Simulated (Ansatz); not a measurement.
**Ag: response to strain**

Base system: Ag in the fcc (Cu type) structure (space group Fm-3m, No. 225; relaxed with 0.1 eV smearing).

```
Ag
1.0
    0.00000     2.00044     2.00044
    2.00044     0.00000     2.00044
    2.00044     2.00044     0.00000
Ag
1
Cartesian
  0.00000   0.00000   0.00000
```

Cartesian axes are those of the cell as printed.

Strains are applied to the cell and any free atomic positions relax; under biaxial strain the out-of-plane vector relaxes too.

The values are results of LDA in Ansatz (plane waves to 420 eV, PAW, spin-orbit coupling left out), not measurements.

```json
[
 {"biaxial strain, plane normal [111], relaxed out of plane (%)": "0", "out-of-plane strain (%)": "0.00"},
 {"biaxial strain, plane normal [111], relaxed out of plane (%)": "0.42", "out-of-plane strain (%)": "?"},
 {"biaxial strain, plane normal [111], relaxed out of plane (%)": "0.83", "out-of-plane strain (%)": "-0.73"},
 {"biaxial strain, plane normal [111], relaxed out of plane (%)": "1.25", "out-of-plane strain (%)": "-1.11"},
 {"biaxial strain, plane normal [111], relaxed out of plane (%)": "1.67", "out-of-plane strain (%)": "-1.49"},
 {"biaxial strain, plane normal [111], relaxed out of plane (%)": "2.08", "out-of-plane strain (%)": "-1.86"},
 {"biaxial strain, plane normal [111], relaxed out of plane (%)": "2.5", "out-of-plane strain (%)": "-2.26"}
]
```

Task: Fit ε⊥ = −νε + γε² (strains in %) to the rows shown and predict the withheld row.

Result: Least squares on the printed values gives ν = 0.87 (the biaxial Poisson response) and γ = -0.014 (largest residual 0.01 %); this predicts -0.37 %, and the run gives -0.37 %, in agreement.

No phonon test of stability was made.

Ansatz is a first-principles code.
